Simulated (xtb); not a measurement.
xtb 6.7.1, GFN1-xTB: Sn(H)2(nBu)2 (CCC[CH2][SnH2][CH2]CCC), 29 atoms. The geometry is a generated start, not checked to be a minimum at this level.

method: GFN1-xTB
--acc: 1 (default)
--etemp (K): 300 (default)
detailed input (--input): none: ANC optimiser, Lindh (1995) Hessian, microcycle=20, maxdispl=1.0, hlow=0.01 (default)
basis functions: 82
valence electrons: 56

```xyz
29

Sn     0.4156    -0.1773     1.2626
C     -1.7572    -0.2508     0.9986
C     -2.3284     1.0461     0.4574
C     -3.8370     0.9659     0.2162
C     -4.2162    -0.0223    -0.8808
C      1.4444    -1.1596    -0.4044
C      2.9234    -1.4277    -0.2010
C      3.7610    -0.1807     0.0566
C      3.6785     0.8397    -1.0675
H      0.8882     1.4317     1.4543
H      0.8725    -0.8895     2.7218
H     -1.9766    -1.0701     0.3173
H     -2.2215    -0.4886     1.9530
H     -1.8367     1.3114    -0.4817
H     -2.1307     1.8493     1.1704
H     -4.3361     0.6885     1.1473
H     -4.1893     1.9611    -0.0646
H     -4.0388    -1.0479    -0.5650
H     -5.2706     0.0751    -1.1285
H     -3.6320     0.1669    -1.7810
H      1.2903    -0.5565    -1.2976
H      0.9322    -2.1086    -0.5651
H      3.3039    -1.9328    -1.0945
H      3.0526    -2.1112     0.6409
H      4.8008    -0.4888     0.1893
H      3.4315     0.2805     0.9916
H      2.6836     1.2748    -1.1231
H      3.9067     0.3745    -2.0226
H      4.3856     1.6467    -0.8999
```

The structure is relaxed from this start with --opt LEVEL for the levels crude, sloppy, loose, lax, normal, tight, vtight, extreme, once each. Up to the end of the extreme run atoms move by at most 0.85 Å along an axis.

Question: Which level is enough to come within 1 meV of the tightest end point?

Answer: normal: 44 cycles against 80, ending 0.61 meV above.

```tsv
level	cycles	energy above the extreme run (meV)	gradient norm (eV/Å)
crude	3	27	0.22
sloppy	3	27	0.22
loose	8	18	0.098
lax	12	15	0.12
normal	44	0.61	0.019
tight	52	0.26	0.019
vtight	73	0.010	0.0036
extreme	80	—	0.0019
```
